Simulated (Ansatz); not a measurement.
Base system: GaAs in the zinc blende structure (space group F-43m, No. 216; a = 5.667 Å).

Method: plane-wave PAW DFT at the r2SCAN level (Ansatz, a first-principles code, 500 eV), scalar-relativistic without spin-orbit coupling.

One change was made to it. Results:

The lattice parameter a shrinks by 0.023 Å (5.667 Å → 5.644 Å); the valley order (the lowest conduction-band minima on the path, energy above the VBM, named in the base's zone) changes from Γ 0.96 eV; L along ⟨111⟩ 1.35 eV; a point along ⟨100⟩, about 1.0 Å⁻¹ from Γ 1.72 eV to Γ 1.06 eV; L along ⟨111⟩ 1.39 eV; a point along ⟨100⟩, about 1.0 Å⁻¹ from Γ 1.70 eV.

Question: Which change produced these results?
(A) pressure 0.9 GPa
(B) pressure 9 GPa
(C) pressure 30 GPa

Answer: A, pressure 0.9 GPa. For comparison, the valley order in the other runs: pressure 30 GPa gives a point along ⟨100⟩, about 1.0 Å⁻¹ from Γ 1.23 eV; L along ⟨111⟩ 2.14 eV; Γ 3.02 eV; pressure 9 GPa gives a point along ⟨100⟩, about 1.0 Å⁻¹ from Γ 1.56 eV; L along ⟨111⟩ 1.67 eV; Γ 1.78 eV.

The levels and masses belong to the bands next to the band gap. Load acts through the strain it causes; cell and atoms are relaxed under it. Stability against distortions was not tested. Measured, GaAs leaves this structure (for a Cmcm phase) near 15 GPa (room temperature; as listed in arXiv:1906.07825).
